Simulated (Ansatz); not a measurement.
This concerns the energy of the reaction as written. Reaction: cell B + 6 HF (gas) → cell A + 6 H2O (gas). Negative: the products are lower in energy.

Cell A: a slab of Al2O3 (corundum, R-3c) cut along (0001), 23 atoms, hexagonal cell of 4.81 Å (20.0 Å²), symmetry P321 within 0.02 Å, 8.6 Å thick under 16 Å of vacuum, in-plane vectors held at the crystal's; planes from bottom to top: F3 | Al2 | O3 | Al × 2 | O3 | Al × 2 | O3 | Al2 | F3; added, foreign or displaced atoms, above the top plane and below the bottom plane: six times F bound to 2 Al at 1.78–1.87 Å; spin state with PBE: run without spin, k-point mesh 7×7×1.
```yaml
crystal:
  lattice:
    - [4.80801, 0.00000, 0.00000]
    - [-2.40401, 4.16386, 0.00000]
    - [0.00000, 0.00000, 24.74756]
  atoms:
    - { symbol: Al, position: [0.33333, 0.66667, 0.36095] }
    - { symbol: Al, position: [0.66667, 0.33333, 0.44538] }
    - { symbol: Al, position: [0.33333, 0.66667, 0.46673] }
    - { symbol: Al, position: [0.00000, 0.00000, 0.37376] }
    - { symbol: Al, position: [0.00000, 0.00000, 0.53327] }
    - { symbol: Al, position: [0.33333, 0.66667, 0.62624] }
    - { symbol: Al, position: [0.00000, 0.00000, 0.63905] }
    - { symbol: Al, position: [0.66667, 0.33333, 0.55462] }
    - { symbol: F, position: [0.67994, 0.96251, 0.32661] }
    - { symbol: F, position: [0.03749, 0.71743, 0.32661] }
    - { symbol: F, position: [0.28257, 0.32006, 0.32661] }
    - { symbol: O, position: [0.36074, 0.33333, 0.50000] }
    - { symbol: O, position: [0.64262, 0.66708, 0.41144] }
    - { symbol: O, position: [0.66667, 0.02740, 0.50000] }
    - { symbol: O, position: [0.33292, 0.97554, 0.41144] }
    - { symbol: O, position: [0.97260, 0.63926, 0.50000] }
    - { symbol: O, position: [0.02446, 0.35738, 0.41144] }
    - { symbol: F, position: [0.05076, 0.70416, 0.67339] }
    - { symbol: O, position: [0.30887, 0.99959, 0.58856] }
    - { symbol: F, position: [0.29584, 0.34660, 0.67339] }
    - { symbol: O, position: [0.00041, 0.30928, 0.58856] }
    - { symbol: F, position: [0.65340, 0.94924, 0.67339] }
    - { symbol: O, position: [0.69072, 0.69113, 0.58856] }
```

Cell B: a slab of Al2O3 (corundum, R-3c) cut along (0001), 29 atoms, hexagonal cell of 4.81 Å (20.0 Å²), symmetry P321 within 0.02 Å, 9.8 Å thick under 17 Å of vacuum, in-plane vectors held at the crystal's; planes from bottom to top: H3 | O3 | Al2 | O3 | Al × 2 | O3 | Al × 2 | O3 | Al2 | O3 | H3; added, foreign or displaced atoms, above the top plane and below the bottom plane: six times H bound to 1 O at 0.96 Å; spin state with PBE: run without spin, k-point mesh 7×7×1.
```
Al8H6O15
1.0
    4.80801     0.00000     0.00000
   -2.40401     4.16386     0.00000
    0.00000     0.00000    26.68831
Al O H
8 15 6
Direct
  0.33333   0.66667   0.37066
  0.66667   0.33333   0.44944
  0.33333   0.66667   0.46900
  0.00000   0.00000   0.38356
  0.00000   0.00000   0.53100
  0.33333   0.66667   0.61644
  0.00000   0.00000   0.62934
  0.66667   0.33333   0.55056
  0.68025   0.96202   0.33685
  0.03798   0.71823   0.33685
  0.28177   0.31975   0.33685
  0.36096   0.33333   0.50000
  0.64195   0.66796   0.41798
  0.66667   0.02763   0.50000
  0.33204   0.97398   0.41798
  0.97237   0.63904   0.50000
  0.02602   0.35805   0.41798
  0.05157   0.70465   0.66315
  0.30732   0.99870   0.58202
  0.29535   0.34692   0.66315
  0.00130   0.30862   0.58202
  0.65308   0.94843   0.66315
  0.69138   0.69268   0.58202
  0.76189   0.14912   0.31602
  0.85088   0.61276   0.31602
  0.38724   0.23811   0.31602
  0.94610   0.51754   0.68398
  0.48246   0.42856   0.68398
  0.57144   0.05390   0.68398
```

Reference: an isolated H2O molecule (singlet) in a box of 11 × 13 × 13 Å.

Reference: an isolated HF molecule (singlet) in a box of 11 × 11 × 13 Å.

Plane-wave PAW calculations with Ansatz (an electronic-structure program), its PAW set soft_1, cutoff 420 eV. The structures are at rest with PBE, within the held lattices; other levels are single points on them. HSE06 runs on coarser k-point meshes, mended by the PBE difference between the two meshes. Neutral cells; Fermi-Dirac smearing of at most 0.05 eV in the solids, energies taken to zero width. The lattices are those relaxed with PBE, so at other levels the solids can be strained, which adds to the spread. Larger cells are relaxed from a start prepared with the learned potential CHGNet till forces fall under 0.03 eV/Å, which some starts already meet. A dispersion term (D3(BJ), or D4 for r2SCAN) was computed beside these levels and is taken off wherever the name lacks it. Space groups of crystals are read within 0.01 Å. Static lattices, no vibrational contributions. Cells are local rest points, mostly with their start's symmetry. Values are for these cell sizes. Cell A has symmetry P321 within 0.02 Å and got no random move, so less symmetric positions, which may lie lower, weren't tried. Cell B has symmetry P321 within 0.02 Å and got no random move, so less symmetric positions, which may lie lower, weren't tried.

Question: Predict the value from PBE.

Answer: -4.10 eV, for cell B + 6 HF (gas) → cell A + 6 H2O (gas).

Question: What do the other levels give, and how wide is the spread?

Answer: 
| Functional | value (eV) | less PBE |
|---|---|---|
| HSE06 | -3.92 | 0.18 |

The levels shown span 0.18 eV, from PBE (-4.10) to HSE06 (-3.92).
